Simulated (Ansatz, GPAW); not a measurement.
A GPAW input for a relaxation of cell and atoms of Sr (Fm-3m, 1 atom in the cell) (DFT PBE, plane waves, GPAW PAW datasets PBE (gpaw-data 1.0.1)):

```python
from ase import Atoms
from ase.filters import FrechetCellFilter
from ase.optimize import BFGS
from ase.units import GPa
from gpaw import GPAW, PW, FermiDirac

atoms = Atoms(['Sr'],
              cell=[[0.000000, 2.975856, 2.975856],
                    [2.975856, 0.000000, 2.975856],
                    [2.975856, 2.975856, 0.000000]],
              scaled_positions=[[0.000000, 0.000000, 0.000000]],
              pbc=True)

calc = GPAW(mode=PW(600),
            xc='PBE',
            kpts={'size': (8, 8, 8), 'gamma': True},
            occupations=FermiDirac(0.1),
            nbands=-7,
            convergence={'density': 1e-05},
            symmetry={'symmorphic': False, 'tolerance': 0.0005},
            maxiter=150,
            txt='-')

atoms.calc = calc

target = FrechetCellFilter(atoms)

opt = BFGS(target, logfile='-')
converged = opt.run(fmax=0.05, steps=40)
print('Relaxation converged:', converged)
print('Cell:', atoms.cell.cellpar().round(4))
print(atoms.get_scaled_positions().round(5))

energy = atoms.get_potential_energy()
print('Energy (eV):', round(energy, 6))
forces = atoms.get_forces()
print('Forces (eV/Ang):')
print(forces.round(5))
stress = atoms.get_stress()
print('Stress (GPa, Voigt):', (stress / GPa).round(4))
```

Question: Write the same calculation as an input for Ansatz (a quantum-chemistry and plane-wave program).

Answer: This is the input that was run; spellings and numerical settings could be chosen otherwise.

Ansatz 0.2 input:
```yaml
# Sr
crystal:
  lattice:
    - [0.000000, 2.975856, 2.975856]
    - [2.975856, 0.000000, 2.975856]
    - [2.975856, 2.975856, 0.000000]
  atoms:
    - { symbol: Sr, position: [0.000000, 0.000000, 0.000000] }
kpoints:
  mp_grid: { grid: [8, 8, 8] }
hamiltonian:
  xc: pbe
  pseudopotentials: { kind: paw }
scf:
  occupations: { method: fermi_dirac, width: 0.0073 Ry }
relax:
  cell: {}
output:
  forces: true
  eigenvalues: true
  stress: true
```

Basis settings and potentials, where a program has them, do not carry over. This input uses DFT, PBE, plane waves, default PAW files. The width in Ry is rounded to four decimals.

The starting cell has typed, rounded lattice constants, without a prior relaxation at this level. Its lattice was rescaled by a random factor within 2.5 % of one.
